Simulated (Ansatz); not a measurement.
**LiTaO3 under a change: pressure 3 GPa**

The parent structure is LiTaO3 (space group R3c, No. 161; a = 5.1918 Å, c = 13.9220 Å (hexagonal axes)).

It is then changed as follows: cell and atoms relaxed at a pressure of 3 GPa.

Calculations: PBE/PAW in Ansatz (a program for electronic structure), no SOC. Settings: 8×8×8 k-points, 0.05 eV Fermi–Dirac smearing.

The volume per atom drops by 0.25 Å³ to 10.58 Å³ and the lattice parameter a drops by 0.046 Å to 5.146 Å. The c/a ratio goes up by 0.008 (2.682 → 2.690) and the enthalpy H = E + PV relative to the base's energy amounts to +0.20 eV/atom. The band gap increases by 0.065 eV (3.80 eV → 3.87 eV) (an upper bound: an edge found on the path is not a true extremum; both cells).

Cost of the whole job for the changed cell (relaxation, final SCF and bands): roughly 4 core-minutes.

Spin-orbit coupling, missing from the scalar runs, can matter with Ta. Load acts through the strain it causes; cell and atoms are relaxed under it. Stability against distortions was not tested.
